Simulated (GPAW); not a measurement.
Band structure of Bi (R-3m, 2 atoms in the cell).

```yaml
crystal:
  lattice:
    - [4.12541, -2.25293, 0.00000]
    - [4.12541, 2.25293, 0.00000]
    - [2.89506, 0.00000, 3.70315]
  atoms:
    - { symbol: Bi, position: [0.23400, 0.23400, 0.23400] }
    - { symbol: Bi, position: [0.76600, 0.76600, 0.76600] }
```

Method: PBE, real-space grid, GPAW PAW datasets PBE (gpaw-data 1.0.1) (GPAW 25.7.0).

Settings: mode = fd; h = 0.18 Å; xc = PBE; kpts = 5 5 5; mesh shift (steps) = 0 0 0; occupations.name = methfessel-paxton; occupations.width = 0.1 eV; occupations.order = 1; nbands = -6; convergence.density = 1e-05 e/electron; convergence.energy = 1e-05 eV/electron; convergence.bands = -4; symmetry.symmorphic = false; symmetry.tolerance = 0.0005.

The starting cell has typed, rounded lattice constants, without a prior relaxation at this level. Its lattice was rescaled by a random factor within 2.5 % of one. Spin-orbit coupling is off.

Levels in eV from the top of the valence band on the SCF mesh, bands 12 to 19:
```tsv
point	12	13	14	15	16	17	18	19
Γ	-7.06	-1.43	-1.15	-1.15	2.63	3.12	3.12	5.74
L	-10.35	-1.24	-1.12	-0.13	-0.12	0.62	1.12	7.66
Z	-9.73	-0.76	-0.53	-0.53	0.77	0.77	0.92	7.17
F	-9.18	-4.71	-3.01	-2.89	2.42	5.17	5.64	7.09
P1	-9.70	-4.46	-2.43	-2.32	2.92	3.68	4.75	6.24
P	-9.70	-4.46	-2.43	-2.32	2.92	3.68	4.75	6.24
```
